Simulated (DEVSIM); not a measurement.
Device: abrupt GaP n-p junction, at 400 K.

| layer (left to right) | material | thickness (μm) | Nd (cm⁻³) | Na (cm⁻³) | τn (s) | τp (s) |
|---|---|---|---|---|---|---|
| 1 | GaP | 28.0 | 5.4e16 | - | 3.1e-7 | 3.1e-7 |
| 2 | GaP | 13.0 | - | 7.4e16 | 3.1e-7 | 3.1e-7 |

Left contact: ohmic. Right contact: ohmic. Voltage is applied to the left contact. Recombination: SRH at mid-gap. Mobility is μmin + (μ − μmin)/(1 + (N/Nref)^α).

The device is made up for the run: typed textbook-type constants, with dimensions and the other settings drawn at random. Values at 300 K; Nc and Nv go as T^1.5, mobilities as T to minus their exponent, the gap by Varshni's rule with the affinity fixed.

```tsv
parameter	GaP
gap (eV)	2.26
affinity (eV)	3.8
permittivity	11.1
Nc (cm⁻³)	1.8e19
Nv (cm⁻³)	1.9e19
μn (cm²/Vs)	250
μp (cm²/Vs)	150
μn,min	10
μp,min	10
Nref,n	4.4e18
Nref,p	1e18
αn	0.8
αp	0.85
T exponent of μn	1.6
T exponent of μp	1.98
Varshni α (eV/K)	0.00058
Varshni β (K)	372
```

DEVSIM, 1D drift-diffusion, Boltzmann statistics, complete ionisation; no tunnelling, impact ionisation, image-force lowering or self-heating.

The doping Na of layer 2 was swept, all else fixed.

| doping Na of layer 2 (cm^-3) | potential step across the device at zero bias (V) | largest field in the device at zero bias (V/cm) | dark forward voltage at 1 A/cm² (V) | dark forward voltage at 100 A/cm² (V) |
|---|---|---|---|---|
| 2.2e15 | 1.675 | 34000 | 1.558 | 2.076 |
| 7.4e15 | 1.717 | 59000 | 1.589 | 2.033 |
| 2.2e16 | 1.754 | 93000 | 1.619 | 2.004 |
| 7.4e16 | 1.796 | 130000 | 1.647 | 1.978 |
| 2.2e17 | 1.834 | 160000 | 1.664 | 1.960 |
| 7.4e17 | 1.876 | 170000 | 1.672 | 1.947 |
| 2.2e18 | 1.913 | 190000 | 1.675 | … |

Q: Complete the blanks.

A: 
- 2.2e18, dark forward voltage at 100 A/cm² (V): 1.941
